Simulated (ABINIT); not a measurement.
Input and output of a self-consistent single point for Hf (P1, 4 atoms in the cell) (ABINIT).

Computed with PBE, norm-conserving pseudopotentials (PseudoDojo nc-sr-05 PBE standard) (plane waves; ABINIT 10.0.3).

The change in words: lattice scaled by 0.98. Reference geometry:
```
CELL_PARAMETERS angstrom
      3.18216     0.00000     0.00000
     -1.59108     2.75583     0.00000
      0.00000     0.00000    10.23863
ATOMIC_POSITIONS crystal
  Hf 0.01086 0.00231 0.99253
  Hf 0.00081 0.00242 0.49747
  Hf 0.33778 0.67022 0.25433
  Hf 0.65055 0.32505 0.75568
```

Reference input (self-consistent single point, DFT, PBE, plane waves, norm-conserving pseudopotentials (PseudoDojo nc-sr-05 PBE standard)): pseudos = [Hf.upf]; ecut = 29 Ha; ixc = 11; occopt = 3; tsmear = 0.00183747 Ha; ngkpt = 7 7 2; nshiftk = 1; shiftk = 0 0 0; potentials = PseudoDojo nc-sr-05 PBE standard; nband = 31; kptopt = 1; nstep = 100. This run's input differs from it in these lines:

```diff
@@ -5,5 +5,5 @@
 rprim
-         3.1821620000    0.0000000000    0.0000000000
-        -1.5910810000    2.7558330000    0.0000000000
-         0.0000000000    0.0000000000   10.2386280000
+         3.1185190000    0.0000000000    0.0000000000
+        -1.5592590000    2.7007160000    0.0000000000
+         0.0000000000    0.0000000000   10.0338550000
 natom 4
@@ -13,6 +13,6 @@
 xcart
-         0.0308749268    0.0063687301   10.1620942557
-        -0.0012760470    0.0066746275    5.0933897939
-         0.0084931904    1.8470143933    2.6039697820
-         1.5529921119    0.8957752492    7.7371161684
+         0.0302574318    0.0062413547    9.9588519339
+        -0.0012505249    0.0065411342    4.9915217791
+         0.0083236623    1.8100738775    2.5518902744
+         1.5219325494    0.8778596337    7.5823735125
       Angstrom
```

Output, abridged:

```
--- !BeginCycle
solver: {iscf: 7, nstep: 100, nline: 4, wfoptalg: 0, }
tolerances: {toldfe: 1.00E-09, }
...

     iter   Etot(hartree)      deltaE(h)  residm     vres2
 ETOT  1  -225.54655856375    -2.255E+02 1.038E-01 2.444E+02
 ETOT  2  -225.62627326701    -7.971E-02 6.534E-03 4.618E+02
 ETOT  3  -225.63303622180    -6.763E-03 2.286E-03 2.576E+02
 ETOT  4  -225.64135503504    -8.319E-03 7.749E-03 4.212E+00
 ETOT  5  -225.64144712162    -9.209E-05 1.665E-03 1.388E+00
   [... 2 lines left out ...]
 ETOT  8  -225.64148769158    -2.127E-07 6.890E-04 8.273E-05
 ETOT  9  -225.64148769434    -2.757E-09 2.466E-04 5.460E-07
 ETOT 10  -225.64148769436    -2.299E-11 4.324E-04 2.633E-09
 ETOT 11  -225.64148769436    -2.899E-12 1.952E-04 1.316E-11
 At SCF step   11, etot is converged :
  for the second time, diff in etot=  2.899E-12 < toldfe=  1.000E-09

 Cartesian components of stress tensor (hartree/bohr^3)
  sigma(1 1)= -3.16368430E-04  sigma(3 2)=  2.64844021E-06
  sigma(2 2)= -3.02899792E-04  sigma(3 1)=  5.73716648E-06
  sigma(3 3)= -3.05013895E-04  sigma(2 1)= -1.15141196E-05

 ----iterations are completed or convergence reached----

 reduced coordinates (array xred) for    4 atoms
       0.010858000020      0.002311000009      0.992525000002
       0.000810000011      0.002422000018      0.497467999996
       0.337778999990      0.670219999993      0.254327999996
       0.650554000024      0.325047000018      0.755678999996
 cartesian forces (eV/Angstrom) at end:
    1     -0.10597247767162    -0.04090497830311     0.74759913762394
   [... lines left out ...]
 Fermi (or HOMO) energy (eV) =  11.36469   Average Vxc (eV)= -12.00765
   [... lines left out ...]
total_energy        : -2.25641487694363E+02
total_energy_eV     : -6.14001713639278E+03
band_energy         : -2.61624127170206E+01
...

-Cartesian components of stress tensor (GPa)         [Pressure=  9.0644E+00 GPa]
- sigma(1 1)= -9.30787900E+00  sigma(3 2)=  7.79197881E-02
- sigma(2 2)= -8.91161805E+00  sigma(3 1)=  1.68793237E-01
- sigma(3 3)= -8.97381711E+00  sigma(2 1)= -3.38757036E-01

 Calculation completed.
```

The run converged in 11 iterations. Against the reference run the free energy goes up by 42.1 meV/atom, the pressure goes from 1.44 to 9.06 GPa and the largest force goes from 0.569 to 0.756 eV/Å.

The starting cell was generated: these elements placed on a structure prototype, without a prior relaxation; it need not be a known phase or ordering of this composition. Its atoms were displaced at random from the sites of space group no. 194. For this run, on top of that: lattice scaled by 0.98. With a pressure of about 9 GPa the cell is away from its equilibrium volume at this level.

Cost on one core of a shared machine: roughly 3 min.
